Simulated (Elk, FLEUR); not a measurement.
A FLEUR input for a self-consistent single point of Li₃Rh (Fm-3m, 4 atoms in the cell) (DFT, LDA (Perdew-Zunger), all-electron FLAPW (FLEUR), scalar-relativistic valence):

Input of the input generator:

```
Li3Rh crystal
&input film=f /
-0.0000000000 0.7071067812 0.7071067812
0.7071067812 -0.0000000000 0.7071067812
0.7071067812 0.7071067812 -0.0000000000
7.9677476092
1.0 1.0 1.0

4
3 0.2500000000 0.2500000000 0.2500000000
3 0.7500000000 0.7500000000 0.7500000000
3 0.5000000000 0.5000000000 0.5000000000
45 0.0000000000 0.0000000000 0.0000000000

&comp jspins=1 /
&exco xctyp='pz' /
&kpt div1=5 div2=5 div3=5 /
&end /
```

```xml
<?xml version="1.0" encoding="UTF-8" standalone="no"?>
<fleurInput fleurInputVersion="0.39">
   <comment>
      Li3Rh crystal                                                                                       
   </comment>
   <calculationSetup>
      <cutoffs Kmax="3.6" Gmax="10.8" GmaxXC="10.8" numbands="0"/>
      <scfLoop itmax="60" minDistance="0.00001" maxIterBroyd="25" imix="Anderson" alpha="0.05" precondParam="0.0" spinf="2.0"/>
      <coreElectrons ctail="T" frcor="F" kcrel="0" coretail_lmax="0"/>
      <xcFunctional name="pz" relativisticCorrections="F"/>
      <magnetism jspins="1"/>
      <soc l_soc="F" theta="0.0" phi="0.0" spav="F"/>
      <expertModes spex="0" secvar="F"/>
      <geometryOptimization l_f="T" forcealpha="1.0" forcemix="BFGS" epsdisp="0.00001" epsforce="0.00001"/>
      <ldaU l_linMix="F" mixParam="0.05" spinf="1.0"/>
   </calculationSetup>
   <cell>
      <bzIntegration valenceElectrons="18.0" mode="hist" fermiSmearingEnergy="0.00367493">
         <kPointListSelection listName="default-1"/>
         <!-- k-points included here -->
         <xi:include xmlns:xi="http://www.w3.org/2001/XInclude" href="kpts.xml"> </xi:include>
      </bzIntegration>
      <!-- symmetry operations included here -->
      <xi:include xmlns:xi="http://www.w3.org/2001/XInclude" href="sym.xml"> </xi:include>
      <bulkLattice scale="1.0">
         <bravaisMatrix>
            <row-1>    0.0000000000000000     5.6340483653554081     5.6340483653554081</row-1>
            <row-2>    5.6340483653554081     0.0000000000000000     5.6340483653554081</row-2>
            <row-3>    5.6340483653554081     5.6340483653554081     0.0000000000000000</row-3>
         </bravaisMatrix>
      </bulkLattice>
   </cell>
   <atomSpecies>
      <species name="Lithium (Li)" element="Li" atomicNumber="3">
         <mtSphere radius="2.23" gridPoints="787" logIncrement="0.013"/>
         <atomicCutoffs lmax="8" lnonsphr="6"/>
         <electronConfig flipSpins="F">
            <coreConfig>(1s1/2)</coreConfig>
            <valenceConfig>(2s1/2)</valenceConfig>
            <stateOccupation state="(2s1/2)" spinUp="0.5" spinDown="0.5"/>
         </electronConfig>
         <energyParameters s="2" p="2" d="3" f="4"/>
      </species>
      <species name="Rhodium (Rh)" element="Rh" atomicNumber="45">
         <mtSphere radius="2.23" gridPoints="787" logIncrement="0.016"/>
         <atomicCutoffs lmax="8" lnonsphr="6"/>
         <electronConfig flipSpins="F">
            <coreConfig>(1s1/2) (2s1/2) (2p1/2) (2p3/2) (3s1/2) (3p1/2) (3p3/2) (4s1/2) (3d3/2) (3d5/2)</coreConfig>
            <valenceConfig>(4p1/2) (4p3/2) (5s1/2) (4d3/2) (4d5/2)</valenceConfig>
            <stateOccupation state="(5s1/2)" spinUp="0.5" spinDown="0.5"/>
            <stateOccupation state="(4d3/2)" spinUp="1.6" spinDown="1.6"/>
            <stateOccupation state="(4d5/2)" spinUp="2.4" spinDown="2.4"/>
         </electronConfig>
         <energyParameters s="5" p="5" d="4" f="4"/>
         <lo type="SCLO" l="1" n="4" eDeriv="0"/>
      </species>
   </atomSpecies>
   <atomGroups>
      <atomGroup species="Lithium (Li)">
         <relPos label="                   1">1.000/4.000 1.000/4.000 1.000/4.000</relPos>
         <relPos label="                   2">-1.000/4.000 -1.000/4.000 -1.000/4.000</relPos>
         <force calculate="T" relaxXYZ="TTT"/>
      </atomGroup>
      <atomGroup species="Lithium (Li)">
         <relPos label="                   3">1.000/2.000 1.000/2.000 1.000/2.000</relPos>
         <force calculate="T" relaxXYZ="TTT"/>
      </atomGroup>
      <atomGroup species="Rhodium (Rh)">
         <relPos label="                   4">.0000000000 .0000000000 .0000000000</relPos>
         <force calculate="T" relaxXYZ="TTT"/>
      </atomGroup>
   </atomGroups>
   <output dos="F" band="F" slice="F">
      <checks vchk="F" cdinf="F"/>
      <bandDOS minEnergy="-.5*Htr" maxEnergy="0.5*Htr" sigma="0.015" storeEVData="T"/>
      <vacuumDOS vacdos="F" integ="F" star="F" nstars="0" locx1="0.0" locy1="0.0" locx2="0.0" locy2="0.0" nstm="0" tworkf="0.0"/>
      <unfoldingBand unfoldBand="F" supercellX="1" supercellY="1" supercellZ="1"/>
      <plotting iplot="0" polar="F">
         <plot TwoD="T" vec1="  1.0  0.0  0.0" vec2="  0.0  1.0  0.0" vec3="  0.0  0.0  1.0" zero="  0.0  0.0  0.0" file="plot"/>
      </plotting>
      <chargeDensitySlicing numkpt="0" minEigenval="0.0" maxEigenval="0.0" nnne="0" pallst="F"/>
      <specialOutput eonly="F"/>
      <magneticCircularDichroism mcd="F" energyLo="-10.0" energyUp="0.0"/>
   </output>
  <!-- We include the file relax.xml here to enable relaxations (see documentation) -->
  <xi:include xmlns:xi="http://www.w3.org/2001/XInclude" href="relax.xml"> <xi:fallback/> </xi:include>
</fleurInput>
```

Q: Translate this input to Elk.

A: This is the input that was run; spellings and numerical settings could be chosen otherwise.

```
tasks
  0

rgkmax
  8.0

gmaxvr
  16.0

nxlo
  2

lorbcnd
  .true.

lmaxi
  3

swidth
  0.00367493

maxscl
  100

avec
    0.0000000000    5.6340483652    5.6340483652
    5.6340483652    0.0000000000    5.6340483652
    5.6340483652    5.6340483652    0.0000000000

sppath
  './'

atoms
  2
  'Li.in'
  3
  0.2500000000  0.2500000000  0.2500000000    0.0 0.0 0.0
  0.7500000000  0.7500000000  0.7500000000    0.0 0.0 0.0
  0.5000000000  0.5000000000  0.5000000000    0.0 0.0 0.0
  'Rh.in'
  1
  0.0000000000  0.0000000000  0.0000000000    0.0 0.0 0.0

ngridk
  5 5 5
```

Basis, cutoffs, solver keys and any potentials are the target program's own. This input uses DFT, LDA (PW92), all-electron FP-LAPW, Elk's shipped species files, APW+lo basis with extra local orbitals. LDA parametrisations can differ slightly between programs. Both were run: gap on the mesh 0.656 eV in FLEUR and 0.658 in Elk.

On FLEUR: the starting cell comes from a database of computed structures (which also holds hypothetical and non-ambient phases and stackings), without a prior relaxation at this level. Values depend on the basis (sphere radii, cutoffs, local orbitals), which need not be converged.

On Elk: the starting cell comes from a database of computed structures (which also holds hypothetical and non-ambient phases and stackings), without a prior relaxation at this level. Values depend on the basis (sphere radii, cutoffs, local orbitals), which need not be converged.
